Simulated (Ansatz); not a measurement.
## rock-salt TaN (1 1 0) on rock-salt MgO (1 1 0) (film strained to the substrate, faces as cut)

A periodic stack without vacuum, rock-salt TaN (1 1 0) on rock-salt MgO (1 1 0) (film strained to the substrate, faces as cut): substrate slab Mg10O10, film N6Ta6, surface cells [[0, -1], [1, -1]] and [[0, -1], [1, -1]], film strained by -3.7 and -3.7 %, faces MgO/MgO and NTa/NTa as cut (like faces can put a slab off its formula).

The start was prepared with a machine-learned potential, and the result is one local minimum, with the in-plane cell held and forces under 0.04 eV/Å; the film can end far from its bulk form.

Method: PBE (plane waves to 420 eV, PAW; Ansatz, a quantum-chemistry and plane-wave program). Spin–orbit coupling is left out; the runs are not spin-polarised; PBE gaps are too small against experiment. Its k-point mesh 13×7×1, Fermi–Dirac width 0.05 eV.

| Property | Value |
|---|---|
| interface area | 12.8 Å² |
| period | 25.15 Å |
| gaps between the outermost planes at the two interfaces | 1.50 and 1.50 Å |
| Mg–Ta contacts across the interfaces within 1.22 times the sum of covalent radii | 12, mean 3.20 Å |
| Mg–N contacts across the interfaces within 1.22 times the sum of covalent radii | 4, mean 2.14 Å |
| O–Ta contacts across the interfaces within 1.22 times the sum of covalent radii | 4, mean 2.35 Å |
| hole barrier (PBE) | 3.86 eV |
| electron barrier (PBE) | 0.60 eV |

```xyz
32
Lattice="3.0075 0.0012 0.0433 3.0091 4.2479 -0.2152 -0.3632 -2.7136 25.3554" Properties=species:S:1:pos:R:3 pbc="T T T"
Mg     0.7102    -0.6199     2.3759
Mg     2.2363     1.4130     0.7777
Mg     0.6669    -0.4368     5.3831
Mg     2.1930     1.5958     3.7786
Mg     0.6238    -0.2540     8.3865
Mg     2.1498     1.7786     6.7798
Mg     0.5806    -0.0711    11.3878
Mg     2.1067     1.9615     9.7833
Mg     0.5373     0.1118    14.3889
Mg     2.0634     2.1446    12.7906
O      2.2357    -0.7110     0.8910
O      3.7182     1.5058     2.3093
O      2.1923    -0.5279     3.8987
O      3.6751     1.6880     5.3020
O      2.1491    -0.3448     6.9060
O      3.6320     1.8707     8.3036
O      2.1059    -0.1621     9.9077
O      3.5888     2.0538    11.3110
O      2.0628     0.0202    12.9004
O      3.5453     2.2370    14.3188
N      5.0266     0.2055    15.9665
N      3.4939    -1.7968    18.0241
N      4.9793     0.4087    19.2561
N      3.4461    -1.5945    21.3521
N      4.9315     0.6109    22.5840
N      3.3987    -1.3918    24.6417
Ta     3.4994     0.3062    17.5683
Ta     2.0138    -1.9001    16.3594
Ta     3.4519     0.5072    20.8648
Ta     1.9659    -1.6942    19.7001
Ta     3.4040     0.7126    24.2055
Ta     1.9184    -1.4934    22.9966
```
